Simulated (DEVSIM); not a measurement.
System: Ti/SiO2/n-InP capacitor, at 400 K.

```tsv
layer (left to right)	material	thickness (nm)	Nd (cm⁻³)
1	SiO2	1.60	-
2	InP	1700	1.4e17
```

Metal gate on the left, work function 4.33 eV. Fixed charge at the semiconductor interface 8.4e10 cm⁻² (in units of +e); no interface traps.

Constants are typed, rounded textbook-type inputs, not results; the design itself was drawn at random and stands for no fabricated device. Values at 300 K; Nc and Nv go as T^1.5, mobilities as T to minus their exponent, the gap by Varshni's rule with the affinity fixed.

| parameter | SiO2 | InP |
|---|---|---|
| gap (eV) | 9 | 1.344 |
| affinity (eV) | 0.9 | 4.38 |
| permittivity | 3.9 | 12.5 |
| Nc (cm⁻³) | - | 5.7e17 |
| Nv (cm⁻³) | - | 1.1e19 |
| Varshni α (eV/K) | - | 0.000363 |
| Varshni β (K) | - | 162 |

Simulated with DEVSIM: 1D Poisson equation in equilibrium, Boltzmann statistics, complete ionisation; no quantum confinement or tunnelling. Metal contacts follow the ideal Schottky-Mott rule: no Fermi-level pinning, no interface dipoles.

The SiO2 thickness was swept, all else fixed.

| SiO2 thickness (μm) | capacitance of the dielectric stack (μF/cm²) | threshold voltage (band bending 2φF) (V) | minimum of the low-frequency capacitance (μF/cm²) |
|---|---|---|---|
| 0.00064 | 5.40 | -1.24 | 0.116 |
| 0.00088 | 3.92 | ? | 0.116 |
| 0.0011 | 3.14 | -1.27 | 0.115 |
| 0.0014 | 2.47 | -1.30 | 0.115 |
| 0.0016 | 2.16 | -1.31 | 0.114 |
| 0.0019 | 1.82 | -1.33 | 0.112 |

Task: Fill in the missing entries.

Result: 
- 0.00088, threshold voltage (band bending 2φF) (V): -1.26
